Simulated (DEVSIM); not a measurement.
Device: Si p+/n-/n+ power diode, at 250 K.

```
layer (left to right)  material  thickness (μm)  Nd (cm⁻³)  Na (cm⁻³)  τn (s)  τp (s)
---------------------  --------  --------------  ---------  ---------  ------  ------
1                            Si            2.10          -     2.7e18  1.2e-5  1.2e-5
2                            Si            42.0     6.6e15          -  1.2e-5  1.2e-5
3                            Si            1.90     1.4e18          -  1.2e-5  1.2e-5
```

Left contact: ohmic. Right contact: ohmic. Voltage is applied to the left contact. Recombination: SRH at mid-gap, Auger. Mobility is constant in doping.

This is a model device: material constants are rounded textbook-type values typed into the input, and sizes, dopings and lifetimes were drawn at random. Values at 300 K; Nc and Nv go as T^1.5, mobilities as T to minus their exponent, the gap by Varshni's rule with the affinity fixed.

```
parameter               Si
----------------  --------
gap (eV)             1.124
affinity (eV)         4.05
permittivity          11.7
Nc (cm⁻³)          2.86e19
Nv (cm⁻³)           3.1e19
μn (cm²/Vs)           1417
μp (cm²/Vs)            470
T exponent of μn       2.3
T exponent of μp       2.2
Cn (cm⁶/s)         2.8e-31
Cp (cm⁶/s)         9.9e-32
Varshni α (eV/K)  0.000473
Varshni β (K)          636
```

DEVSIM, 1D drift-diffusion, Boltzmann statistics, complete ionisation; no tunnelling, impact ionisation, image-force lowering or self-heating.

**Question.** Tabulate band edges, carrier densities and field at 0.9 V on the left contact.

**Answer.** Energies count from the Fermi level of the right contact; mesh points crowd at the junctions.

| x (μm) | Ec (eV) | Ev (eV) | n (cm⁻³) | p (cm⁻³) | field (V/cm) |
|---|---|---|---|---|---|
| 0.000 | 0.189 | -0.947 | < 1e2 | 2.7e18 | ≈ 0 |
| 0.06003 | 0.189 | -0.947 | 5.4e13 | 2.7e18 | ≈ 0 |
| 0.2666 | 0.189 | -0.947 | 2.4e14 | 2.7e18 | ≈ 0 |
| 0.9777 | 0.189 | -0.947 | 8.8e14 | 2.7e18 | ≈ 0 |
| 1.898 | 0.189 | -0.947 | 1.7e15 | 2.7e18 | ≈ 0 |
| 2.059 | 0.189 | -0.947 | 1.8e15 | 2.7e18 | ≈ 0 |
| 2.107 | 0.136 | -1.000 | 2.2e16 | 2.3e17 | -28000 |
| 2.239 | 0.110 | -1.026 | 7.5e16 | 6.8e16 | ≈ 0 |
| 2.654 | 0.110 | -1.026 | 7.5e16 | 6.8e16 | ≈ 0 |
| 4.040 | 0.111 | -1.025 | 7.4e16 | 6.8e16 | ≈ 0 |
| 9.029 | 0.113 | -1.024 | 7.3e16 | 6.6e16 | ≈ 0 |
| 31.75 | 0.121 | -1.015 | 6.6e16 | 6.0e16 | ≈ 0 |
| 40.63 | 0.125 | -1.012 | 6.4e16 | 5.7e16 | ≈ 0 |
| 43.14 | 0.126 | -1.010 | 6.3e16 | 5.6e16 | ≈ 0 |
| 43.94 | 0.126 | -1.010 | 6.3e16 | 5.6e16 | ≈ 0 |
| 44.07 | 0.123 | -1.013 | 7.2e16 | 4.9e16 | -2900 |
| 44.11 | 0.059 | -1.077 | 1.4e18 | 2.5e15 | -1000 |
| 44.21 | 0.059 | -1.077 | 1.4e18 | 2.4e15 | ≈ 0 |
| 44.74 | 0.059 | -1.077 | 1.4e18 | 1.7e15 | ≈ 0 |
| 45.60 | 0.059 | -1.077 | 1.4e18 | 5.3e14 | ≈ 0 |
| 45.90 | 0.059 | -1.077 | 1.4e18 | 1.3e14 | ≈ 0 |
| 46.00 | 0.059 | -1.077 | 1.4e18 | < 1e2 | ≈ 0 |
